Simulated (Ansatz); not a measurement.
The parent structure is LiF in the CsCl type structure (space group Pm-3m, No. 221; a = 2.517 Å; a model cell, its experimental status unchecked). Axes: x, y, z lie along the cube axes.

All numbers come from r2SCAN, PAW, 500 eV (Ansatz, an electronic-structure program; no spin-orbit coupling).

Modification: the cell is stretched by 0.65 % along z with no lateral relaxation; the atoms relax in the strained cell.

Predict the stress tensor and what it implies for the stiffness.

Stress of the strained cell less that of the base (GPa, compression positive):
```
   0.19    0.00    0.00
   0.00    0.19    0.00
   0.00    0.00   -1.84
```

Then −Δσ_ii/ε with ε = 0.0065 gives relaxed-ion elastic constants: C33 ≈ 283 GPa.

Stability against distortions was not tested. This is not the structure that LiF has at room temperature and ambient pressure.
